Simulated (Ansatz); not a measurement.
The starting structures come from a database of crystals and need not be the phases stable at ambient conditions.

Tunnelling through a barrier is set by its complex band structure: the current falls as exp(−2κd) with the smallest κ.

Given:

```
InP
1.0
    4.25822     0.00000     0.00000
    0.00000     4.25822     0.00000
    2.12911     2.12911     2.95198
In P
1 1
Cartesian
  0.00000   0.00000   0.00000
  4.25822   2.12911   1.47599
```

Space group of this cell: I-4m2. The cell is strained (lengths across the current scaled by 1.02, ions clamped); by r2SCAN its mean pressure is -2.4 GPa.

Transport runs along the normal of the first two printed cell vectors, the (001) (indices of the unstrained crystal) plane of the conventional cell.

The gap is the functional's own. No spin-orbit coupling. Mid-gap values are interpolated on the energy grid.

### Question
Estimate the band gap and the smallest decay constant κ at mid-gap that r2SCAN run with Ansatz (a first-principles code) returns for this system.

### Answer
Gap 0.74 eV on a 10×10×10 mesh; κ = 0.052 1/Å, at the zone centre.
